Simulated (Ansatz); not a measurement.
Worked example: self-consistent single point of SrMg3 (P1, 4 atoms in the cell) in Ansatz (an electronic-structure program).

Method: LDA (PW92), PAW files made with PBE (plane waves; Ansatz).

The change in words: atoms moved at random. Reference geometry:
```yaml
crystal:
  lattice:
    - [-2.81647, 2.81647, 3.68196]
    - [2.81647, -2.81647, 3.68196]
    - [2.81647, 2.81647, -3.68196]
  atoms:
    - { symbol: Sr, position: [0.00000, 0.00000, 0.00000] }
    - { symbol: Mg, position: [0.50000, 0.50000, 0.00000] }
    - { symbol: Mg, position: [0.25000, 0.75000, 0.50000] }
    - { symbol: Mg, position: [0.75000, 0.25000, 0.50000] }
```

Reference input (self-consistent single point, DFT, LDA (PW92), plane waves, PAW files made with PBE): kpoints.mp_grid.grid = 7 7 7; hamiltonian.xc = lda; hamiltonian.pseudopotentials = {kind: paw} (the program's default PAW files); scf.occupations.method = gaussian; scf.occupations.width = 0.2 eV. This run's input differs from it in these lines:

Ansatz 0.2 input:
```diff
@@ -7,6 +7,6 @@
   atoms:
-    - { symbol: Sr, position: [0.00000000, 0.00000000, 0.00000000] }
-    - { symbol: Mg, position: [0.50000000, 0.50000000, 0.00000000] }
-    - { symbol: Mg, position: [0.25000000, 0.75000000, 0.50000000] }
-    - { symbol: Mg, position: [0.75000000, 0.25000000, 0.50000000] }
+    - { symbol: Sr, position: [-0.01622300, -0.01580200, -0.01276200] }
+    - { symbol: Mg, position: [0.49668300, 0.50564000, 0.00264400] }
+    - { symbol: Mg, position: [0.26469300, 0.75709100, 0.50672600] }
+    - { symbol: Mg, position: [0.75484700, 0.25307100, 0.50339100] }
 kpoints:
```

Output, abridged:

```
SCF iter   1: F=—  HF=-9149.594040 eV  |F-HF|=—  |Δ(HF+E_count)|=         —  Δρ=1.88e-2  dr2=8.25e-1  ethr=3.10e-3  ⟨swp⟩=7.6  Hψ=22844  notcnv=0
all-band conjugate gradients solve this SCF's bands
preconditioner: auto → Kerker (q_TF=auto, 2.282 Å⁻¹)
SCF iter   2: F=—  HF=-9149.374965 eV  |F-HF|=—  |Δ(HF+E_count)|=   2.19e-1  Δρ=1.12e-2  dr2=3.66e-1  ethr=2.06e-3  ⟨swp⟩=2.4  Hψ=6141  notcnv=0
   [... lines left out ...]
SCF iter   5: F=—  HF=-9149.213403 eV  |F-HF|=—  |Δ(HF+E_count)|=   1.12e-4  Δρ=1.48e-4  dr2=2.74e-5  ethr=1.65e-6  ⟨swp⟩=2.0  Hψ=5559  notcnv=0
SCF iter   6: F=—  HF=-9149.213403 eV  |F-HF|=—  |Δ(HF+E_count)|=   1.32e-7  Δρ=3.27e-5  dr2=2.01e-6  ethr=6.85e-8  ⟨swp⟩=2.3  Hψ=5692  notcnv=0
SCF iter   7: F=—  HF=-9149.213402 eV  |F-HF|=—  |Δ(HF+E_count)|=   4.86e-7  Δρ=9.64e-6  dr2=2.00e-7  ethr=5.02e-9  ⟨swp⟩=2.0  Hψ=7281  notcnv=0
SCF iter   8: F=-9149.213402 eV  HF=-9149.213402 eV  |F-HF|=1.02e-8  |Δ(HF+E_count)|=   6.45e-8  Δρ=3.29e-6  dr2=9.21e-9  ethr=2.50e-10  ⟨swp⟩=8.8  Hψ=20270  notcnv=0
SCF 1 converged in 8 iterations: F = -9149.213402 eV  dr2 = 9.21e-9
Free energy (F): -9149.213402 eV
Internal energy: -9149.164780 eV  (E = F + TS)
E sigma→0 (E₀):  -9149.189091 eV
Entropy (-TS):   -0.048622 eV (-12.156 meV/atom)
Fermi energy:    5.278469 eV
--- Forces (eV/Å), atoms counted from 1 ---
  atom   1  Sr     0.13035654     0.22777066     0.38461829
  atom   2  Mg    -0.04757907     0.03076618    -0.03345757
  atom   3  Mg    -0.02292897    -0.16900352    -0.21084874
  atom   4  Mg    -0.05984610    -0.08953258    -0.14030915
--- Stress (GPa, compression-positive) ---
       -2.863664      -0.008478       0.044976
       -0.008478      -2.555589       0.158620
        0.044976       0.158620      -1.526375
  P = ⅓ Tr σ = -2.3152 GPa (-23.152 kbar)
  The stress holds the Pulay correction. Without it, at fixed plane waves, as pw.x and ABINIT print it: P = -2.3199 GPa
```

The run converged in 8 iterations. Against the reference run the free energy rises by 8.0 meV/atom, the pressure moves little (-2.41 to -2.32 GPa) and the largest force goes from 0.000 to 0.466 eV/Å.

The starting cell comes from a database of computed structures (which also holds hypothetical and non-ambient phases and stackings), without a prior relaxation at this level. Its lattice was rescaled by a random factor within 2.5 % of one. For this run, on top of that: atoms moved at random. Ansatz's pressure includes its estimate of the finite-basis (Pulay) stress.

Cost on one core of a shared machine: roughly 70 s.
